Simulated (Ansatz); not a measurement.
Base system: BAs in the zinc blende structure (space group F-43m, No. 216; a = 4.784 Å).

Structures relaxed with r2SCAN, PAW, 500 eV (Ansatz, a program for electronic structure; without spin-orbit coupling).

Base:

Simulated powder pattern, Cu Kα1, λ = 1.54056 Å (kinematic, ideal powder, no thermal factors, no anomalous dispersion; the 8 strongest lines at most, above 2 %, up to 2θ = 90°):

| 2θ (°) | I/Imax (%) | hkl |
|---|---|---|
| 32.39 | 100 | (111) |
| 37.57 | 40 | (200) |
| 54.18 | 40 | (220) |
| 64.56 | 40 | (311) |
| 67.80 | 9.5 | (222) |
| 80.19 | 6.3 | (400) |
| 89.15 | 17 | (331) |

After one change:

Simulated powder pattern, Cu Kα1, λ = 1.54056 Å (kinematic, ideal powder, no thermal factors, no anomalous dispersion; the 8 strongest lines at most, above 2 %, up to 2θ = 90°):

| 2θ (°) | I/Imax (%) |
|---|---|
| 32.31 | 100 |
| 37.48 | 40 |
| 54.04 | 40 |
| 64.38 | 40 |
| 67.62 | 9.5 |
| 79.96 | 6.3 |
| 88.88 | 17 |

Question: Which change produced these results?
A) pressure 50 GPa
B) pressure −1 GPa
C) pressure 75 GPa
D) pressure 100 GPa

Answer: B, pressure −1 GPa. Its volume per atom is 13.78 Å³ against 13.69 Å³, and its space group is F-43m (No. 216).

Load acts through the strain it causes; cell and atoms are relaxed under it. Stability against distortions was not tested. Competing high-pressure phases were not computed.
